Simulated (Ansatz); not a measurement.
# A self-consistent single point of Mg (R3m, 3 atoms in the cell) with Ansatz

Computed with PBEsol, default PAW files made with PBE (plane waves; Ansatz, a program for electronic structure).

Input as run:

Ansatz 0.2 input:
```yaml
# Mg
crystal:
  lattice:
    - [1.587917, 0.916784, 7.676777]
    - [-1.587917, 0.916784, 7.676777]
    - [0.000000, -1.833569, 7.676777]
  atoms:
    - { symbol: Mg, position: [0.002171, 0.002171, 0.002171] }
    - { symbol: Mg, position: [0.221933, 0.221933, 0.221933] }
    - { symbol: Mg, position: [0.778067, 0.778067, 0.778067] }
basis:
  ecutwfc: 420.0 eV
kpoints:
  mp_grid:
    grid: [8, 8, 8]
hamiltonian:
  xc: pbesol
  pseudopotentials:
    kind: paw
scf:
  occupations:
    method: gaussian
    width: 0.1 eV
output:
  forces: true
  eigenvalues: true
  stress: true
```

Output (repeated stretches shortened):

```
WARN ansatz: RAYON_NUM_THREADS=1 ignored (pool sized by the plan → 1); use --threads N
basis.fft_grid_basis auto: the FFT boxes are laid along the combinations [[1, 0, -1], [0, 1, -1], [0, 0, 1]] of the cell's own vectors, 3.176, 3.176 and 7.893 …
Pseudopotentials: kind: paw
Pseudopotential: Mg, paw, valence charge 10
Crystal: 3 atoms, lattice volume = 67.054 Å³
Basis set: ecut = 420 eV, 1291 PW (Γ), FFT grids on a1−a3, a2−a3, a3, exchange–correlation on 48×48×108 points (8 copies of the dense FFT grid, shifted against one another)
Bands: 19, of which v1, the nominal top of the filled ones, is band 15 counted from 1 (14 counted from 0)
Symmetry: 6 space group operations
Space group: R3m (ITA 160), of the structure as read, at distance tolerance 4.1e-5 Å
k-points: 65 of 512 (time reversal used)
PAW frozen core: Mg, regenerated for the run's functional, and the local potential with it
Initial density: superposition of atomic densities (neutral atoms: chi_scale 0, normalization atom), corrected by the library's trained network
Initial wavefunctions: pseudopotential atomic-orbital guess
Eigensolver: davidson
Functional: x = pbesol(κ = 0.804, μ = 0.12345679012345678), c = pbesol(β = 0.046)
SCF iter   1: F=—  HF=-5736.170553 eV  |F-HF|=—  |Δ(HF+E_count)|=         —  Δρ=2.11e-3  dr2=3.44e-3  ethr=1.77e-3  ⟨swp⟩=5.1  Hψ=5303  notcnv=0
all-band conjugate gradients solve this SCF's bands
preconditioner: auto → Kerker (q_TF=auto, 2.386 Å⁻¹)
SCF iter   2: F=—  HF=-5736.168236 eV  |F-HF|=—  |Δ(HF+E_count)|=   2.32e-3  Δρ=9.86e-4  dr2=1.37e-3  ethr=1.15e-5  ⟨swp⟩=2.5  Hψ=2538  notcnv=0
SCF iter   3: F=—  HF=-5736.167968 eV  |F-HF|=—  |Δ(HF+E_count)|=   2.69e-4  Δρ=2.52e-4  dr2=1.88e-4  ethr=4.56e-6  ⟨swp⟩=2.4  Hψ=2182  notcnv=0
SCF iter   4: F=—  HF=-5736.167941 eV  |F-HF|=—  |Δ(HF+E_count)|=   2.69e-5  Δρ=8.66e-5  dr2=1.61e-6  ethr=6.27e-7  ⟨swp⟩=1.6  Hψ=1332  notcnv=0
SCF iter   5: F=—  HF=-5736.167931 eV  |F-HF|=—  |Δ(HF+E_count)|=   9.25e-6  Δρ=1.94e-5  dr2=2.17e-7  ethr=5.37e-9  ⟨swp⟩=2.0  Hψ=2214  notcnv=0
SCF iter   6: F=-5736.167931 eV  HF=-5736.167931 eV  |F-HF|=1.02e-8  |Δ(HF+E_count)|=   5.13e-8  Δρ=4.59e-6  dr2=1.33e-8  ethr=3.33e-10  ⟨swp⟩=5.4  Hψ=4759  notcnv=0
SCF 1 converged in 6 iterations: F = -5736.167931 eV  dr2 = 1.33e-8
SCF converged after 6 iterations
Free energy (F): -5736.167931 eV
Harris-Foulkes:  -5736.167931 eV  (|F-HF|=1.02e-8)
Internal energy: -5736.162006 eV  (E = F + TS)
E sigma→0 (E₀):  -5736.164969 eV
Entropy (-TS):   -0.005925 eV (-1.975 meV/atom)
Fermi energy:    5.809499 eV
--- Per-component energies (eV) ---
  E_band       = -1061.396681
  E_kinetic    = 225.067521
  E_local      = -4831.110397  (includes V_loc(G=0)·N_el)
  E_nonlocal   = 289.142204
  E_hartree    = 1722.851395
  E_xc         = -84.645519
  E_vxc        = -109.749346  (∫ρ·V_xc dr)
  E_paw        = -843.726244  (= ΣΔE_a)
  E_vpaw       = -80.445875  (= ΣTr[D̂ρ^β])
  E_aug_tail   = -0.000007  (compensation charges beyond the density's cutoff)
  E_ewald      = -2213.917547
  E_core_change = 0.176587  (= ΣΔE_core)
  E_smearing   = -0.005925  (= −TS)
  E_closure    = 0.000000  (closes the sum)
  Σ components = -5736.167931   (vs F -5736.167931, Δ=0.00e0)
--- Forces (eV/Å), atoms counted from 1 ---
  atom   1  Mg     0.00000000     0.00000000    -0.14465655
  atom   2  Mg     0.00000000    -0.00000000     0.07834285
  atom   3  Mg     0.00000000    -0.00000000     0.06631266
  max |Σ_I F_I| component: 1.05e-6 eV/Å
--- Stress (GPa, compression-positive) ---
        0.614647       0.000000       0.000000
        0.000000       0.614647       0.000000
        0.000000       0.000000      -0.097890
  P = ⅓ Tr σ = 0.3771 GPa (3.771 kbar)
  The stress holds the Pulay correction. Without it, at fixed plane waves, as pw.x and ABINIT print it: P = 0.3749 GPa
--- Band table (eV; the first three rows and the last of 65) ---
  k-point 0: bands = ["-69.7998", "-69.7798", "-69.7598", "-36.7477", "-36.7279", "-36.7274", "-36.7274", "-36.7072", "-36.7072", "-36.6967", "-36.6874", "-36.6874", "-1.2193", "1.2738", "1.3527", "8.5622", "8.6078", "17.0381", "17.0381"]
  k-point 1: bands = ["-69.7995", "-69.7794", "-69.7595", "-36.7470", "-36.7324", "-36.7284", "-36.7258", "-36.7111", "-36.7082", "-36.6969", "-36.6911", "-36.6883", "-0.9027", "1.4095", "1.8304", "8.4655", "9.2435", "13.4709", "14.3606"]
  k-point 2: bands = ["-69.7988", "-69.7787", "-69.7588", "-36.7455", "-36.7417", "-36.7308", "-36.7243", "-36.7197", "-36.7106", "-36.6997", "-36.6975", "-36.6905", "0.0398", "2.1223", "2.9430", "8.7134", "9.8421", "10.3916", "11.1198"]
  k-point 64: bands = ["-69.7998", "-69.7798", "-69.7598", "-36.7504", "-36.7275", "-36.7275", "-36.7228", "-36.7072", "-36.7072", "-36.6991", "-36.6874", "-36.6874", "-0.6241", "-0.5323", "4.1441", "4.6566", "13.7133", "13.7359", "16.8796"]
```

The run converged in 6 iterations.

The starting cell comes from a database of computed structures (which also holds hypothetical and non-ambient phases and stackings), without a prior relaxation at this level. Its lattice was rescaled by up to half a per cent. One atom was moved a little off its site on purpose. Ansatz's pressure includes its estimate of the finite-basis (Pulay) stress.
